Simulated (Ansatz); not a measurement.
Defects in wurtzite AlN: interstitial Ag, charge +1; N vacancy, charge +3; interstitial N, charge -1; interstitial Be, charge +2. All values below come from PBE, PAW (plane waves to 420 eV; Ansatz, a first-principles code).

Each figure is the lowest single hop between equivalent sites among the routes that converged and passed our checks, counted from the lowest site run. It need not be the barrier to long-range diffusion, and untried routes may lie lower. Climbing-image NEB, static nuclei, fixed cells, no finite-size correction; on the finer meshes named, energies are single points at the band's geometries. Saddle orders were checked for a part of the study's bands only and are not shown. Vacancies start on their lattice site; split forms were not set up. Charge states are imposed.

### Question
For which of them does this lowest hop between equivalent sites lie under 1.0 eV?

### Answer
interstitial Ag, charge +1 (0.79 eV); interstitial Be, charge +2 (0.81 eV). The rest lie higher: N vacancy, charge +3 (2.79 eV); interstitial N, charge -1 (1.38 eV).
